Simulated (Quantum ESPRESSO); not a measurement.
Worked example: self-consistent single point of Sr₅Ir₆O₁₈ (Im-3, 29 atoms in the cell) in Quantum ESPRESSO.

Method: PBEsol-D3(0), GBRV 1.5 ultrasoft (PBESOL) pseudopotentials (plane waves; Quantum ESPRESSO).

```yaml
crystal:
  lattice:
    - [-4.71000, 4.71000, 4.71000]
    - [4.71000, -4.71000, 4.71000]
    - [4.71000, 4.71000, -4.71000]
  atoms:
    - { symbol: Sr, position: [0.50000, 0.50000, 0.50000] }
    - { symbol: Sr, position: [0.00000, 0.00000, 0.50000] }
    - { symbol: Sr, position: [0.50000, 0.00000, 0.00000] }
    - { symbol: Sr, position: [0.00000, 0.50000, 0.00000] }
    - { symbol: Sr, position: [0.00000, 0.00000, 0.00000] }
    - { symbol: Ir, position: [0.50000, 0.84467, 0.34467] }
    - { symbol: Ir, position: [0.50000, 0.15533, 0.65533] }
    - { symbol: Ir, position: [0.34467, 0.50000, 0.84467] }
    - { symbol: Ir, position: [0.65533, 0.50000, 0.15533] }
    - { symbol: Ir, position: [0.84467, 0.34467, 0.50000] }
    - { symbol: Ir, position: [0.15533, 0.65533, 0.50000] }
    - { symbol: O, position: [0.66510, 0.71136, 0.37646] }
    - { symbol: O, position: [0.33490, 0.28864, 0.62354] }
    - { symbol: O, position: [0.33490, 0.71136, 0.04626] }
    - { symbol: O, position: [0.66510, 0.28864, 0.95374] }
    - { symbol: O, position: [0.37646, 0.66510, 0.71136] }
    - { symbol: O, position: [0.62354, 0.33490, 0.28864] }
    - { symbol: O, position: [0.04626, 0.33490, 0.71136] }
    - { symbol: O, position: [0.95374, 0.66510, 0.28864] }
    - { symbol: O, position: [0.71136, 0.37646, 0.66510] }
    - { symbol: O, position: [0.28864, 0.62354, 0.33490] }
    - { symbol: O, position: [0.71136, 0.04626, 0.33490] }
    - { symbol: O, position: [0.28864, 0.95374, 0.66510] }
    - { symbol: O, position: [0.00000, 0.34794, 0.34794] }
    - { symbol: O, position: [0.00000, 0.65206, 0.65206] }
    - { symbol: O, position: [0.34794, 0.00000, 0.34794] }
    - { symbol: O, position: [0.65206, 0.00000, 0.65206] }
    - { symbol: O, position: [0.34794, 0.34794, 0.00000] }
    - { symbol: O, position: [0.65206, 0.65206, 0.00000] }
```

Reference input (self-consistent single point, DFT, PBEsol, plane waves, GBRV 1.5 ultrasoft (PBESOL) pseudopotentials): ecutwfc = 40 Ry; ecutrho = 320 Ry; occupations = smearing; smearing = cold; degauss = 0.0073499 Ry; potentials = {Sr: sr_pbesol_v1.uspp.F.UPF, Ir: ir_pbesol_v1.2.uspp.F.UPF, O: o_pbesol_v1.2.uspp.F.UPF}; K_POINTS = automatic 3 3 3 1 1 1; conv_thr = 1e-09 Ry; mixing_beta = 0.4. This run's input differs from it in these lines:

```diff
@@ -17,2 +17,5 @@
     degauss = 0.0073499
+    vdw_corr = 'grimme-d3'
+    dftd3_version = 3
+    dftd3_threebody = .false.
 /
```

Output (repeated stretches shortened):

```
     Self-consistent Calculation

     iteration #  1     ecut=    40.00 Ry     beta= 0.40

     negative rho (up, down):  2.231E+00 0.000E+00

     total energy              =   -2014.16099537 Ry
     estimated scf accuracy    <      20.31569863 Ry

     iteration #  2     ecut=    40.00 Ry     beta= 0.40

     negative rho (up, down):  2.290E+00 0.000E+00

     total energy              =   -2018.26545266 Ry
     estimated scf accuracy    <      16.44813162 Ry

     iteration #  3     ecut=    40.00 Ry     beta= 0.40

     negative rho (up, down):  2.270E+00 0.000E+00

     total energy              =   -2021.04019287 Ry
     estimated scf accuracy    <       2.04696183 Ry

   [... 9 blocks of this kind left out ...]

     iteration # 13     ecut=    40.00 Ry     beta= 0.40

     negative rho (up, down):  2.202E+00 0.000E+00

     total energy              =   -2021.14422615 Ry
     estimated scf accuracy    <          2.4E-09 Ry

     iteration # 14     ecut=    40.00 Ry     beta= 0.40

     negative rho (up, down):  2.202E+00 0.000E+00
     End of self-consistent calculation

   [... 16 lines left out ...]

   [... 16 lines left out ...]

     the Fermi energy is    10.1292 ev

!    total energy              =   -2021.14422615 Ry
     estimated scf accuracy    <          3.0E-10 Ry
     smearing contrib. (-TS)   =      -0.00048525 Ry
     internal energy E=F+TS    =   -2021.14374090 Ry

     DFT-D3 Dispersion         =      -0.30939983 Ry

     convergence has been achieved in  14 iterations

     negative rho (up, down):  2.202E+00 0.000E+00

     Forces acting on atoms (cartesian axes, Ry/au):

     atom    1 type  1   force =     0.00000000    0.00000000    0.00000000
     atom    2 type  1   force =     0.00000000    0.00000000    0.00000000
     atom    3 type  1   force =    -0.00000000   -0.00000000   -0.00000000
   [... lines left out ...]
     Total force =     0.076916     Total SCF correction =     0.000010
   [... lines left out ...]

     negative rho (up, down):  2.202E+00 0.000E+00
          total   stress  (Ry/bohr**3)                   (kbar)     P=      -89.26
  -0.00060677   0.00000000   0.00000000          -89.26        0.00        0.00
   0.00000000  -0.00060677   0.00000000            0.00      -89.26        0.00
   0.00000000   0.00000000  -0.00060677            0.00        0.00      -89.26

   JOB DONE.
```

The run converged in 14 iterations. Against the reference run the pressure goes from -7.56 to -8.93 GPa and the largest force goes from 0.542 to 0.563 eV/Å.

The starting cell comes from a database of computed structures (which also holds hypothetical and non-ambient phases and stackings), without a prior relaxation at this level. Its lattice was rescaled by a random factor within 2.5 % of one. Spin polarisation is off. With a pressure of about -9 GPa the cell is away from its equilibrium volume at this level.

Cost on one core of a shared machine: roughly 9 min.
